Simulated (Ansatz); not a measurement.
Base system: BeBr2 (space group Fm-3m, No. 225; a = 6.477 Å; a hypothetical phase, not in the database extracts checked). Axes: x, y, z lie along the cube axes.

All numbers come from Ansatz (a program for electronic structure), r2SCAN, PAW, cutoff 500 eV, no spin-orbit coupling.

Before the change:

- Volume per atom: 22.64 Å³
- Pressure: 0.00 GPa
- Band gap: 0.81 eV

Perturbation: compressive biaxial strain of 4.47 % in the plane normal to [110], as in epitaxy on a mismatched substrate; the out-of-plane cell vector and the atoms relax.

### Question
What happens to the volume per atom, pressure and band gap?

### Answer
The volume per atom increases by 1.986 Å³, from 22.64 Å³ to 24.62 Å³; the pressure (mean of the normal stresses, compression positive) goes from zero to -2.22 GPa; the band gap decreases by 0.495 eV, from 0.81 eV to 0.32 eV.

No phonon test of stability was made. Under biaxial strain −4.47 %, plane normal [110], relaxed out of plane the cell ends below the base's energy or with stress of the wrong sign: the atoms slid into a distortion or the cell is elastically unstable, so the base is not a stable minimum at this level.
